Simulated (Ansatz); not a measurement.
## GaAs (model structure, started from the BN type, Pm-3n, No. 223, 12 atoms in the cell)

The numbers are results of r²SCAN in Ansatz (plane waves, PAW), not measurements.

Run with plane-wave cutoff 560 eV, 6×6×6 k mesh, Fermi–Dirac smearing 0.01 eV, scalar-relativistic PAW data made under PBE.

Cell (relaxed with PBEsol):

```
CELL_PARAMETERS angstrom
      6.98365     0.00000     0.00000
      0.00000     6.98365     0.00000
      0.00000     0.00000     6.98365
ATOMIC_POSITIONS crystal
  Ga 0.25000 0.00000 0.50000
  Ga 0.50000 0.25000 0.00000
  Ga 0.50000 0.75000 0.00000
  Ga 0.75000 0.00000 0.50000
  Ga 0.00000 0.50000 0.75000
  Ga 0.00000 0.50000 0.25000
  As 0.25000 0.50000 0.00000
  As 0.00000 0.25000 0.50000
  As 0.00000 0.75000 0.50000
  As 0.75000 0.50000 0.00000
  As 0.50000 0.00000 0.75000
  As 0.50000 0.00000 0.25000
```

```json
{
 "band_gap": "0.80 eV (direct)"
}
```

Note: the relaxation could raise the start's symmetry but not lower it, so the cell can be a saddle point.

Spin–orbit coupling is not included.

The computed numbers hold no vibrational or temperature effects.

The result took about 2.9 core-minutes (a rough figure).

A model structure was made by putting elements into a prototype or built by hand; it is no filed structure, need not be a known phase, and can be a saddle point held by its symmetry.

Ansatz is a program for electronic structure.
